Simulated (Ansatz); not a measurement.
The reference is MgS in the rock salt structure (space group Fm-3m, No. 225; a = 5.155 Å).

Method: PBE-D3(BJ) (Ansatz, a program for electronic structure, PAW, spin-orbit coupling left out).

For the base:

The gap between the host's bands is 2.85 eV.

It is then changed as follows: hole doping at 1.5×10^21 cm⁻³ (0.0514 per cell), with a uniform compensating background at fixed cell and a 300 K Fermi–Dirac width.

### Question
Predict the new gap between the host's bands.

### Answer
The gap between the host's bands increases by 0.05 eV to 2.90 eV.

### Question
Predict the new Fermi level from band edge.

### Answer
The Fermi level relative to the doped band's edge (positive inside the band; to 0.05 eV) comes out as +0.15 eV.

Carriers are added with a uniform compensating background; total energy and stress of such cells depend on the potential's zero and are not compared; many-body gap narrowing is missing at this level. No phonon test of stability was made. The base started in Pnma and relaxed to Fm-3m at this level.
